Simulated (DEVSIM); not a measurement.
# abrupt CdTe p-n junction

System: abrupt CdTe p-n junction, at 300 K.

| layer (left to right) | material | thickness (μm) | Nd (cm⁻³) | Na (cm⁻³) | τn (s) | τp (s) |
|---|---|---|---|---|---|---|
| 1 | CdTe | 2.50 | - | 1.5e15 | 2.9e-9 | 2.9e-9 |
| 2 | CdTe | 33.0 | 1.4e15 | - | 2.9e-9 | 2.9e-9 |

Left contact: ohmic. Right contact: ohmic. Voltage is applied to the left contact. Recombination: SRH at mid-gap, radiative. Mobility is constant in doping.

Constants are typed, rounded textbook-type inputs, not results; the design itself was drawn at random and stands for no fabricated device. Values at 300 K.

```tsv
parameter	CdTe
gap (eV)	1.5
affinity (eV)	4.28
permittivity	10.2
Nc (cm⁻³)	8e17
Nv (cm⁻³)	1.8e19
μn (cm²/Vs)	1000
μp (cm²/Vs)	80
B (cm³/s)	1e-10
```

Simulated with DEVSIM: 1D drift-diffusion, Boltzmann statistics, complete ionisation; no tunnelling, impact ionisation, image-force lowering or self-heating.

| Property | Value |
|---|---|
| Potential step across the device at zero bias | 1.093 V |
| Largest field in the device at zero bias | 16000 V/cm |
| Dark forward voltage at 1 A/cm² | 1.017 V |

Small-signal capacitance in reverse bias (quasi-static):

| V (V) | C (nF/cm²) |
|---|---|
| -0.2 | 6.50 |
| -0.5 | 5.83 |
| -1 | 5.07 |
| -1.5 | 4.54 |
| -2 | 4.15 |
| -3 | 3.60 |
| -4 | 3.22 |
| -5 | 2.94 |
| -6.5 | 2.64 |
| -8 | 2.41 |
| -10 | 2.18 |

Dark forward current:

```csv
V (V),J (A/cm²)
0.05,2.6e-10
0.15,2.6e-9
0.25,2.0e-8
0.35,1.5e-7
0.45,1.1e-6
0.55,8.6e-6
0.65,6.9e-5
0.75,0.00064
0.85,0.0083
0.95,0.18
1.05,1.9
1.15,6.0
1.25,11
1.35,17
1.45,22
1.55,28
1.65,34
1.75,41
1.85,47
1.95,53
```
